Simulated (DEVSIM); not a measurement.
System: W/AlN/SiO2/p-Si capacitor, at 300 K.

```
layer (left to right)  material  thickness (nm)  Na (cm⁻³)
---------------------  --------  --------------  ---------
1                           AlN            3.40          -
2                          SiO2            1.10          -
3                            Si           15000     1.5e15
```

Metal gate on the left, work function 4.6 eV. Fixed charge at the semiconductor interface 0 cm⁻² (in units of +e); no interface traps.

The device is made up for the run: typed textbook-type constants, with dimensions and the other settings drawn at random. Values at 300 K; Nc and Nv go as T^1.5, mobilities as T to minus their exponent, the gap by Varshni's rule with the affinity fixed.

| parameter | AlN | SiO2 | Si |
|---|---|---|---|
| gap (eV) | 6.1 | 9 | 1.124 |
| affinity (eV) | 1.9 | 0.9 | 4.05 |
| permittivity | 8.5 | 3.9 | 11.7 |
| Nc (cm⁻³) | - | - | 2.86e19 |
| Nv (cm⁻³) | - | - | 3.1e19 |
| Varshni α (eV/K) | - | - | 0.000473 |
| Varshni β (K) | - | - | 636 |

Simulated with DEVSIM: 1D Poisson equation in equilibrium, Boltzmann statistics, complete ionisation; no quantum confinement or tunnelling. Metal contacts follow the ideal Schottky-Mott rule: no Fermi-level pinning, no interface dipoles.

The temperature was swept, all else fixed.

```json
[
 {"temperature (K)": "250", "flat-band voltage (V)": "-0.38", "minimum of the low-frequency capacitance (μF/cm²)": "0.0147", "threshold voltage (band bending 2φF) (V)": "0.36"},
 {"temperature (K)": "300", "flat-band voltage (V)": "-0.32", "minimum of the low-frequency capacitance (μF/cm²)": "0.0162", "threshold voltage (band bending 2φF) (V)": "0.31"},
 {"temperature (K)": "350", "flat-band voltage (V)": "-0.25", "minimum of the low-frequency capacitance (μF/cm²)": "0.0197", "threshold voltage (band bending 2φF) (V)": "0.26"},
 {"temperature (K)": "400", "flat-band voltage (V)": "-0.19", "minimum of the low-frequency capacitance (μF/cm²)": "0.0231", "threshold voltage (band bending 2φF) (V)": "0.21"},
 {"temperature (K)": "450", "flat-band voltage (V)": "-0.12", "minimum of the low-frequency capacitance (μF/cm²)": "0.0318", "threshold voltage (band bending 2φF) (V)": "0.15"},
 {"temperature (K)": "500", "flat-band voltage (V)": "-0.06", "minimum of the low-frequency capacitance (μF/cm²)": "(withheld)", "threshold voltage (band bending 2φF) (V)": "(withheld)"}
]
```

Q: Fill in the missing entries.

A: 
- 500, minimum of the low-frequency capacitance (μF/cm²): 0.0546
- 500, threshold voltage (band bending 2φF) (V): 0.10
